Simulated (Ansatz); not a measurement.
Output of an Ansatz run (abridged):

```
WARN the atoms were moved onto the symmetric positions of the space group found under crystal.symmetry.tolerance 1.0e-5 (fractional …
WARN ansatz: RAYON_NUM_THREADS=1 ignored (pool sized by the plan → 1); use --threads N
Pseudopotentials: kind: paw
Pseudopotential: Sn, paw, valence charge 14
Pseudopotential: Se, paw, valence charge 16
Crystal: 6 atoms, lattice volume = 289.686 Å³
Basis set: ecut = 420 eV, 5681 PW (Γ)
Bands: 56, of which v1, the nominal top of the filled ones, is band 46 counted from 1 (45 counted from 0)
Symmetry: 12 space group operations
Space group: P-3m1 (ITA 164), of the structure as read, at distance tolerance 6.6e-5 Å
k-points: 8 of 49
PAW frozen core: Sn, regenerated for the run's functional, and the local potential with it
PAW frozen core: Se, regenerated for the run's functional, and the local potential with it
Initial density: superposition of atomic densities (neutral atoms: chi_scale 0, normalization atom), corrected by the library's trained network
Initial wavefunctions: pseudopotential atomic-orbital guess
Eigensolver: davidson
Functional: x = slater, c = lda
SCF iter   1: F=—  HF=-33293.847743 eV  |F-HF|=—  |Δ(HF+E_count)|=         —  Δρ=4.23e-3  dr2=3.79e-2  ethr=1.77e-3  ⟨swp⟩=8.4  Hψ=1955  notcnv=0  defer=6
all-band conjugate gradients solve this SCF's bands
preconditioner: auto → Resta (q_TF=auto, 2.254 Å⁻¹)
SCF iter   2: F=—  HF=-33293.840291 eV  |F-HF|=—  |Δ(HF+E_count)|=   7.45e-3  Δρ=2.05e-3  dr2=3.59e-2  ethr=4.12e-5  ⟨swp⟩=2.5  Hψ=799  notcnv=0  defer=16
SCF iter   3: F=—  HF=-33293.839638 eV  |F-HF|=—  |Δ(HF+E_count)|=   6.53e-4  Δρ=1.44e-3  dr2=3.20e-2  ethr=3.90e-5  ⟨swp⟩=2.4  Hψ=560  notcnv=0  defer=16
SCF iter   4: F=—  HF=-33293.836274 eV  |F-HF|=—  |Δ(HF+E_count)|=   3.36e-3  Δρ=3.77e-4  dr2=2.53e-4  ethr=3.48e-5  ⟨swp⟩=2.0  Hψ=534  notcnv=0  defer=16
SCF iter   5: F=—  HF=-33293.836310 eV  |F-HF|=—  |Δ(HF+E_count)|=   3.67e-5  Δρ=9.61e-5  dr2=5.38e-5  ethr=2.75e-7  ⟨swp⟩=2.1  Hψ=773  notcnv=0  defer=16
SCF iter   6: F=—  HF=-33293.836316 eV  |F-HF|=—  |Δ(HF+E_count)|=   5.26e-6  Δρ=4.27e-5  dr2=7.63e-6  ethr=5.84e-8  ⟨swp⟩=3.0  Hψ=888  notcnv=0  defer=16
SCF iter   7: F=—  HF=-33293.836314 eV  |F-HF|=—  |Δ(HF+E_count)|=   1.51e-6  Δρ=1.05e-5  dr2=8.22e-7  ethr=8.29e-9  ⟨swp⟩=2.4  Hψ=696  notcnv=0  defer=16
SCF iter   8: F=-33293.836314 eV  HF=-33293.836314 eV  |F-HF|=8.08e-8  |Δ(HF+E_count)|=   1.44e-7  Δρ=3.71e-6  dr2=9.38e-8  ethr=1.09e-10  ⟨swp⟩=12.0  Hψ=2223  notcnv=0
SCF 1 converged in 8 iterations: F = -33293.836314 eV  dr2 = 9.38e-8
SCF converged after 8 iterations
Free energy (F): -33293.836314 eV
Harris-Foulkes:  -33293.836314 eV  (|F-HF|=8.08e-8)
Internal energy: -33293.836245 eV  (E = F + TS)
E sigma→0 (E₀):  -33293.836279 eV
Entropy (-TS):   -0.000069 eV (-0.012 meV/atom)
Fermi energy:    1.630534 eV
--- Per-component energies (eV) ---
  E_band       = -2349.046397
  E_kinetic    = 857.527586
  E_local      = -71364.072451  (includes V_loc(G=0)·N_el)
  E_nonlocal   = -2410.073289
  E_hartree    = 35514.219608
  E_xc         = -1171.095953
  E_vxc        = -590.352682  (∫ρ·V_xc dr)
  E_paw        = -15306.802667  (= ΣΔE_a)
  E_vpaw       = 129.421636  (= ΣTr[D̂ρ^β])
  E_aug_tail   = -0.002491  (compensation charges beyond the density's cutoff)
  E_ewald      = 20576.744167
  E_core_change = 9.719246  (= ΣΔE_core)
  E_smearing   = -0.000069  (= −TS)
  E_closure    = 0.000000  (closes the sum)
  Σ components = -33293.836314   (vs F -33293.836314, Δ=0.00e0)
--- Forces (eV/Å), atoms counted from 1 ---
  atom   1  Sn     0.00000000     0.00000000    -0.02292388
  atom   2  Se     0.00000000     0.00000000     0.50161142
  atom   3  Se    -0.00000000    -0.00000000    -0.38398651
  atom   4  Sn     0.00000000    -0.00000000     0.02292388
  atom   5  Se    -0.00000000     0.00000000     0.38398651
  atom   6  Se     0.00000000    -0.00000000    -0.50161142
  max |Σ_I F_I| component: 9.25e-18 eV/Å
--- Stress (GPa, compression-positive) ---
        0.245800       0.000000       0.000000
        0.000000       0.245800       0.000000
        0.000000       0.000000       1.179240
  P = ⅓ Tr σ = 0.5569 GPa (5.569 kbar)
  The stress holds the Pulay correction. Without it, at fixed plane waves, as pw.x and ABINIT print it: P = 0.5309 GPa
--- Band table (eV; the first three rows and the last of 8) ---
  k-point 0: bands = ["-45.6938", "-45.6938", "-45.6938", "-45.6938", "-45.6719", "-45.6719", "-45.6719", "-45.6719", "-45.6607", "-45.6607", "-45.6605", "-45.6605", "-45.6477", "-45.6477", "-45.6342", "-45.6342", "-45.6342", "-45.6342", "-45.6196", [...]
  k-point 1: bands = ["-45.6938", "-45.6938", "-45.6937", "-45.6937", "-45.6719", "-45.6719", "-45.6718", "-45.6718", "-45.6607", "-45.6607", "-45.6605", "-45.6605", "-45.6477", "-45.6476", "-45.6342", "-45.6342", "-45.6342", "-45.6342", "-45.6196", [...]
  k-point 2: bands = ["-45.6938", "-45.6938", "-45.6935", "-45.6934", "-45.6718", "-45.6718", "-45.6715", "-45.6715", "-45.6608", "-45.6608", "-45.6606", "-45.6605", "-45.6475", "-45.6475", "-45.6343", "-45.6343", "-45.6342", "-45.6342", "-45.6194", [...]
  k-point 7: bands = ["-45.6936", "-45.6936", "-45.6934", "-45.6934", "-45.6716", "-45.6716", "-45.6714", "-45.6714", "-45.6609", "-45.6608", "-45.6607", "-45.6606", "-45.6473", "-45.6473", "-45.6343", "-45.6343", "-45.6343", "-45.6343", "-45.6193", [...]
```

The structure:

```xyz
6
Lattice="3.7986 0.0000 0.0000 -1.8993 3.2897 0.0000 0.0000 0.0000 23.1823" Properties=species:S:1:pos:R:3 pbc="T T T"
Sn     0.0000     0.0000     8.5304
Se     0.0000     2.1931    10.0608
Se     1.8993     1.0966     7.0000
Sn     0.0000     0.0000    14.6519
Se     0.0000     2.1931    16.1823
Se     1.8993     1.0966    13.1215
```

What input produced this log?

Other spellings and defaults could give the same log, and not every line can be read from it. The input that was run (DFT, LDA (PW92), plane waves, default PAW files made with PBE):

Ansatz 0.2 input:
```yaml
crystal:
  lattice:
    - [3.798570, 0.000000, 0.000000]
    - [-1.899285, 3.289658, 0.000000]
    - [0.000000, 0.000000, 23.182298]
  atoms:
    - { symbol: Sn, position: [0.000000, 0.000000, 0.367971] }
    - { symbol: Se, position: [0.333333, 0.666667, 0.433986] }
    - { symbol: Se, position: [0.666667, 0.333333, 0.301955] }
    - { symbol: Sn, position: [0.000000, 0.000000, 0.632029] }
    - { symbol: Se, position: [0.333333, 0.666667, 0.698045] }
    - { symbol: Se, position: [0.666667, 0.333333, 0.566014] }
basis:
  ecutwfc: 420.0 eV
kpoints:
  mp_grid: { grid: [7, 7, 1] }
hamiltonian:
  xc: lda
  pseudopotentials: { kind: paw }
scf:
  occupations: { method: fermi_dirac, width: 0.05 eV }
output:
  forces: true
  eigenvalues: true
  stress: true
```

The starting cell has typed, rounded lattice constants, without a prior relaxation at this level. The slab is cut from that crystal, and its faces are unrelaxed. Its lattice was rescaled by up to half a per cent. Spin polarisation is off, though cut faces can carry moments; a gap of a slab can lie between surface states. Another mesh or the band path of this cell gives a smaller gap, so this value is not converged in the mesh.

Ansatz is a first-principles code.
